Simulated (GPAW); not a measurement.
## Equation of state of CsCl-type RuAl (space group 221): energy against volume (GPAW, PBEsol)

```xyz
2
Lattice="2.9032 0.0000 0.0000 0.0000 2.9032 0.0000 0.0000 0.0000 2.9032" Properties=species:S:1:pos:R:3 pbc="T T T"
Al     1.4516     1.4516     1.4516
Ru     0.0000     0.0000     0.0000
```

Method: PBEsol, GPAW PAW datasets PBEsol (made by gpaw-setup) (plane waves; GPAW). Settings: mode = pw; ecut = 585 eV; xc = PBEsol; kpts = 20 20 20; mesh shift (steps) = 0 0 0; occupations.name = fermi-dirac; occupations.width = 0.05 eV; nbands = -10; convergence.density = 1e-05 e/electron; convergence.energy = 1e-05 eV/electron; symmetry.symmorphic = false; symmetry.tolerance = 0.0005; maxiter = 150. The cell above is the first row's. The rows scale it uniformly. In all rows fractional positions and the k mesh are held. E is the free energy at the stated smearing, counted from the lowest row.

```csv
V (Å^3/atom),E (meV/atom)
12.235,59.45
12.501,30.83
12.767,12.04
13.033,2.06
13.299,0.00
13.565,5.04
13.831,16.44
14.097,33.55
14.363,?
```

Taking the third-order Birch-Murnaghan form, a cubic in V^(-2/3) for E over the 8 complete rows: With u = V^(-2/3) - 0.180, the rows have u = 0.008335, 0.005654, 0.003066, 0.000566, -0.001849, -0.004186, -0.006447, -0.008638. Least squares gives E = 0.917 + 1668.16·u + 636580·u² + 701755·u³. Residuals (row less fit): -0.002, 0.004, 0.004, -0.005, -0.004, 0.003, 0.007, -0.004; standard error 0.006 (degrees of freedom: 4). Its minimum lies at u = -0.001313, so V0 = (0.178687)^(-3/2) = 13.24. There d²E/du² = 1268000 and d³E/du³ = 4211000, so B0 = (4/9) × 13.24^(-7/3) × 1268000 × 0.160218 = 218 GPa (the last factor turns the table's units into GPa), and B0' = 4 + (2/3) × 0.178687 × (4211000)/1268000 = 4.4. The program's pressures in the fitted runs (not shown) pass through zero at V = 13.23, 0.09 % from this V0.

Task: Predict the withheld E at V = 14.363 from the fit, and compare with the calculation.

Result: u = -0.010760, so E = 0.917 + 1668.16 × (-0.010760) + 636580 × (-0.010760)² + 701755 × (-0.010760)³ = 55.795 meV/atom. The calculation gives 55.79 meV/atom, 0.005 meV/atom below the prediction (under 0.05 % of the range of E in the table). The row lies outside the fitted rows, so this is an extrapolation. From the scatter of the fitted rows alone, a prediction at this place has a standard error of 0.015 meV/atom, so the miss is 0.3 times that.

Carrying the step between the two nearest rows on in a straight line would have given 50.66, off by 5.13; series whose last step already gives the withheld value aren't shown. The scan was laid around a cell of about the measured size, scaled by a guess for this functional. The runs keep the symmetry of the cell, so they don't test it for distortions. Spin polarisation is off. Cutoffs and mesh are single choices, not tested for convergence of this quantity. Series with a scatter that would blur these digits, or in which a gap closes, are not shown. Nor are scans whose minimum lies at an end fitted in this form.
